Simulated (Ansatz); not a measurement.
Levels about the gap of amorphous silicon oxynitride (Si₉₀O₃₆N₉₆) (222 atoms in a cell of 2674 Å³, 2.76 g/cm³; zone centre alone, so wide bands show as single levels with stretches between that a denser mesh fills), at the geometry that PBE relaxed, where it gives 0.0 GPa on a denser mesh. The participation number counts the atoms over which a state spreads; weights are charges in smoothed Voronoi cells. The levels come from a single point, so bond lengths are those of that geometry. Method of the levels: r2SCAN, scalar-relativistic without spin-orbit coupling (Ansatz, a quantum-chemistry and plane-wave program). Sampling: the zone centre alone; Fermi-Dirac width 0.01 eV; collinear spin, started from moments on atoms (the moments died out). At PBE the levels at both edges of the gap are localised (band-tail or defect states), and the nearest spread-out levels lie 3.8 eV apart at the zone centre.

A CHGNet melt-quench gave the starting glass, which DFT then relaxed. O and N atoms were pushed apart under 1.9 Å during the dynamics, to hinder bonds among them. The hot cell started wider than the set density and was brought back towards it in steps. It is the lowest in DFT energy of 8 quenches. It is a model cell: composition and starting density were chosen by hand, and all elements were melted together. No dispersion term was used. Its density started from a set value of 2.81 and ended at 2.76 g/cm³. The quench (nominally 360 K/ps over its main leg) was far faster than any real one, so the model tends to hold more defects than a real film. Values belong to this one cell and scatter from quench to quench. Volume and shape were free in the relaxation.

```csv
"E - E(highest filled), eV",filling,spin,participation number,largest on,weight N,weight Si,weight O
-0.66,filled,dn,4.7,"N, 2 neighbours",0.88,0.11,0.01
-0.55,filled,up,2.6,"N, 2 neighbours",0.84,0.13,0.03
-0.55,filled,dn,2.6,"N, 2 neighbours",0.84,0.13,0.03
-0.46,filled,up,9.2,"Si, 3 neighbours",0.44,0.47,0.09
-0.46,filled,dn,9.2,"Si, 3 neighbours",0.44,0.47,0.09
0.00,filled,up,4.7,"N, 2 neighbours",0.87,0.11,0.02
0.00,filled,dn,4.7,"N, 2 neighbours",0.87,0.11,0.02
2.17,empty,up,19.1,"Si, 3 neighbours",0.38,0.50,0.12
2.17,empty,dn,19.1,"Si, 3 neighbours",0.38,0.50,0.12
2.47,empty,up,21.2,"Si, 3 neighbours",0.37,0.54,0.09
2.47,empty,dn,21.2,"Si, 3 neighbours",0.37,0.54,0.09
2.61,empty,up,20.6,"Si, 3 neighbours",0.38,0.55,0.06
2.61,empty,dn,20.6,"Si, 3 neighbours",0.38,0.55,0.06
2.75,empty,up,9.3,"Si, 3 neighbours",0.35,0.56,0.09
```

Most localised among these is the filled level at -0.55 eV, on a N atom, which has 2 neighbours (Si 1.62 Å, Si 1.63 Å).
